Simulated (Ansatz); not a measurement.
### Question
Name crystals whose hole conductivity mass lies between 3 and 4.7 mₑ and whose electron conductivity mass lies between 0.42 and 0.65 mₑ, by Ansatz (a program for electronic structure) with PBEsol, rigid bands.

### Answer
Many crystals can fit; among those computed here:
- CsCl (Pm-3m): 3.1 mₑ, 0.57 mₑ
- KMgF₃ (Pm-3m): 3.8 mₑ, 0.52 mₑ
- RbCl (Fm-3m): 3.3 mₑ, 0.43 mₑ
- MgF2 (P4_2/mnm): 3.3 mₑ, 0.53 mₑ
- BaF₂ (Fm-3m): 4.4 mₑ, 0.49 mₑ

Masses are for dilute carriers at 300 K, harmonic means over directions unless an axis is named. Spin-orbit coupling is left out.

Formula and space group known from diffraction (Crystallography Open Database), not checked to be the room-temperature form: KMgF3 (Pm-3m).
